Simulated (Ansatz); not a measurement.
CdSe, response to strain

Start from CdSe in the zinc blende structure (space group F-43m, No. 216; a = 6.133 Å). Axes: x, y, z lie along the cube axes.

Strains are applied to the cell and any free atomic positions relax; under biaxial strain the out-of-plane vector relaxes too.

All numbers come from DFT with r2SCAN, PAW potentials and a 500 eV plane-wave cutoff in Ansatz (a quantum-chemistry and plane-wave program), spin-orbit coupling left out.

Notes on the quantities. energy relative to the base: free energy F; in-plane stress: mean in-plane stress (compression positive).

| variant | out-of-plane strain | energy relative to the base | in-plane stress |
|---|---|---|---|
| base | – | 0 meV/atom | – |
| biaxial strain −2.50 %, plane normal [111], relaxed out of plane | +2.27 % | +9.8 meV/atom | +2.2 GPa |
| biaxial strain −2.08 %, plane normal [111], relaxed out of plane | +1.89 % | +6.8 meV/atom | +1.8 GPa |
| biaxial strain −1.67 %, plane normal [111], relaxed out of plane | +1.52 % | +4.4 meV/atom | +1.5 GPa |
| biaxial strain −1.25 %, plane normal [111], relaxed out of plane | +1.14 % | +2.4 meV/atom | +1.1 GPa |
| biaxial strain −0.83 %, plane normal [111], relaxed out of plane | +0.76 % | +1.1 meV/atom | +0.7 GPa |
| biaxial strain −0.42 %, plane normal [111], relaxed out of plane | +0.39 % | +0.3 meV/atom | +0.4 GPa |

Stability against distortions was not tested.
